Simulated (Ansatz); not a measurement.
**By hand: energy of configuration A over configuration B**

We look at the energy of configuration A over configuration B. The value is E(A) − E(B).

A: a slab of Ru (hcp, P6₃/mmc) cut along (0001), 21 atoms, hexagonal cell of 5.44 Å (25.7 Å²), symmetry P3m1, 10.4 Å thick under 16 Å of vacuum, in-plane vectors held at the crystal's; planes from bottom to top: Ru4 × 5 | F, its two faces unlike (dipole correction applied); added, foreign or displaced atoms, above the top plane: F bound to 1 Ru at 1.95 Å; spin state with PBE: run without spin.

B: a slab of Ru (hcp, P6₃/mmc) cut along (0001), 21 atoms, hexagonal cell of 5.44 Å (25.7 Å²), symmetry P3m1, 10.1 Å thick under 16 Å of vacuum, in-plane vectors held at the crystal's; planes from bottom to top: Ru4 × 5 | F, its two faces unlike (dipole correction applied); added, foreign or displaced atoms, above the top plane: F bound to 3 Ru at 2.28 Å; spin state with PBE: run without spin.

Setting: static, neutral cells in Ansatz (PAW) whose structures rest at the PBE level. Ansatz (a first-principles code) runs with its default PAW set. Other levels take these structures. The lattices are those relaxed with PBE, so at other levels the solids can be strained. Larger cells are relaxed from a start prepared with the learned potential CHGNet till forces fall under 0.03 eV/Å, which some starts already meet. A dispersion term (D3(BJ), or D4 for r2SCAN) was computed beside these levels and is taken off wherever the name lacks it. No Hubbard U is applied. Cell A has symmetry P3m1 and got no random move, so less symmetric positions, which may lie lower, weren't tried. Cell B has symmetry P3m1 and got no random move, so less symmetric positions, which may lie lower, weren't tried.

Total energies of the cells in eV, at zero smearing width. They compare only within one column; the weights balance every element.

```tsv
cell	atoms	weight	r2SCAN
A: Ru(0001) slab with F	21	+1	-118614.69571
B: Ru(0001) slab with F	21	−1	-118614.92378
```

r2SCAN: (-118614.69571) − (-118614.92378) = 0.228 eV.

What follows from the r2SCAN value: With equal degeneracies and no entropy terms, the ratio of A to B in equilibrium is exp(−ΔE/k_BT) with ΔE = 0.228 eV: 1.5×10^-4 at 300 K and 0.071 at 1000 K.
